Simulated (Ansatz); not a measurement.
The reference is Ge in the diamond structure (space group Fd-3m, No. 227; a = 5.674 Å). Axes: x, y, z lie along the cube axes.

The values are results of Kohn–Sham DFT with the r2SCAN functional, run in Ansatz (a first-principles code) with PAW and 500 eV plane waves, scalar-relativistic without spin-orbit coupling, not measurements.

Modification: the cell is scaled by 0.9800 in all directions; the atoms relax in the strained cell.

Predict the stress tensor and what it implies for the stiffness.

Stress of the strained cell less that of the base (GPa, compression positive):
```
   4.99    0.00    0.00
   0.00    4.99    0.00
   0.00    0.00    4.99
```

Then B = −ΔP/(ΔV/V₀) with ΔV/V₀ = -0.0588 gives secant stiffness values (nonlinear terms included at this strain): B ≈ 85 GPa.

As a check, the harmonic strain energy −½ V₀ Δσ:ε is 21 meV/atom; the computed energy rise is 20 meV/atom.

Whether these cells are dynamically stable was not tested. The real Ge has an indirect gap at ambient pressure; r2SCAN orders its close-lying valleys differently.
